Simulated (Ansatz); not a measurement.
An input for Ansatz (PBEsol) and the part of its output that reports the quasi-harmonic study. Lengths are of the primitive cell. 

Ansatz 0.2 input:
```yaml
crystal:
  lattice:
    - [0.0, 3.2708113749, 3.2708113749]
    - [3.2708113749, 0.0, 3.2708113749]
    - [3.2708113749, 3.2708113749, 0.0]
  atoms:
    - { symbol: Sn, position: [0.0, 0.0, 0.0] }
    - { symbol: Sn, position: [0.25, 0.25, 0.25] }
kpoints:
  mp_grid: { grid: [9, 9, 9] }
hamiltonian:
  xc: pbesol
  pseudopotentials: { kind: paw }
scf:
  occupations: { method: methfessel_paxton, width: 0.15 }
phonons:
  method: dfpt
  qmesh: [3, 3, 3]
  temperatures: { t_max: 1000, t_step: 25 }
  thermal_expansion: {}
checkpoint:
  write: run
```

```
--- Thermal expansion: 10 cells in 3 rounds, 0 GPa ---
  no lower state was reached at cell 4; its state was not examined: fill_not_monotonic
  without vibrations: a 4.62433, b 4.62433, c 4.62433 Å, V 69.9249 Å³, B 40.96 GPa
  at 0 K: a 4.62893, b 4.62893, c 4.62893 Å, V 70.1337 Å³, B 40.44 GPa
  zero-point expansion: a +0.099, b +0.099, c +0.099, V +0.299 %
      T/K        a/Å        b/Å        c/Å       V/Å³ | expansion of a, b, c, V (1e-6/K)   | that of V in the mean from 25 °C | C_P, C_V (J/mol K of the cell) | B_T, B_S (GPa)
     0.00    4.62893    4.62893    4.62893    70.1337 |    0.00    0.00    0.00    0.00 |   10.50 |     0.000     0.000 |    40.44    40.44
   100.00    4.62893    4.62893    4.62893    70.1335 |    3.04    3.04    3.04    9.13 |   15.81 |    38.391    38.377 |    39.91    39.92
   200.00    4.63105    4.63105    4.63105    70.2300 |    5.53    5.53    5.53   16.59 |   17.93 |    46.566    46.475 |    39.03    39.10
   298.15    4.63377    4.63377    4.63377    70.3539 |    6.34    6.34    6.34   19.02 |       - |    48.531    48.357 |    38.15    38.29
   375.00    4.63610    4.63610    4.63610    70.4601 |    6.73    6.73    6.73   20.20 |   19.65 |    49.211    48.968 |    37.48    37.67
  the static fit leaves 0.001 meV an atom of the energies and, of the stresses, 0.000 GPa of each cell's largest along a strain (root mean squares over the cells), whose Pulay part it has at -0.004 GPa
  vibrations' free energy: its fit passes through its cells
  the electrons' free energy at temperature is in it; its fit leaves 0.0003 meV an atom at the most
  free energies summed between the sampled wave vectors
  estimated error of the fitted expansion in any direction: up to 0.108e-6/K, at 1000 K, with few degrees of freedom (an estimate, not a bound: it was exceeded on models of known expansion)
  by sums over the sampled wave vectors an expansion of the volume parts by up to 2.50e-6/K
  by a static energy of one degree less an expansion of the volume parts by up to 0.04e-6/K
```

Warnings of the run: thermal_expansion_settings.

Cost: around 27 core-minutes (rough).

The crystal is held in this phase throughout; melting and phase transitions are not modelled.

Ansatz is a quantum-chemistry and plane-wave program.
